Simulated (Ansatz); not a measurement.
Amorphous Ti$_{20}$O$_{41}$Ba, 62 atoms at 3.74 g/cm³, one PBE-relaxed geometry, zone centre. Methods: PBE, scalar-relativistic without spin-orbit coupling (Ansatz, a program for electronic structure); r2SCAN, scalar-relativistic without spin-orbit coupling (Ansatz); HSE06, scalar-relativistic without spin-orbit coupling (Ansatz). Plane waves to 420 eV (r2SCAN 500 eV); exact exchange is cut at the cell's faces. All rungs ran without spin polarisation.

A CHGNet melt-quench gave the starting glass, which DFT then relaxed. O atoms were pushed apart under 1.9 Å during the dynamics, to hinder bonds among them. The hot cell started wider than the set density and was brought back towards it in steps. It is the lowest in DFT energy of 2 quenches. It is a model cell: composition and starting density were chosen by hand, and all elements were melted together. No dispersion term was used. Its density started from a set value of 3.74 and ended at 3.74 g/cm³. The simulated quench (nominally 240 K/ps over its main leg) is rapid and tends to freeze in more defects than a deposited or slowly cooled glass has. Values belong to this one cell and scatter from quench to quench. The volume was held where the preparation left it and the shape relaxed, at a PBE pressure of -0.3 GPa (tension).

The relaxation ran on the zone centre alone. At PBE the gap is 2.62 eV on a 2×2×2 Γ-centred mesh, and the spacing at the zone centre alone 2.70 eV.

Q: What zone-centre spacing does r2SCAN give, roughly?

A: 3.03 eV (+0.34 eV against PBE).

Q: What zone-centre spacing does HSE06 give, roughly?

A: 4.21 eV (+1.51 eV against PBE).

The highest filled and the lowest empty state spread over these numbers of atoms (participation numbers): PBE: 15.9 and 17.7; r2SCAN: 15.1 and 15.1; HSE06: 14.6 and 19.1.
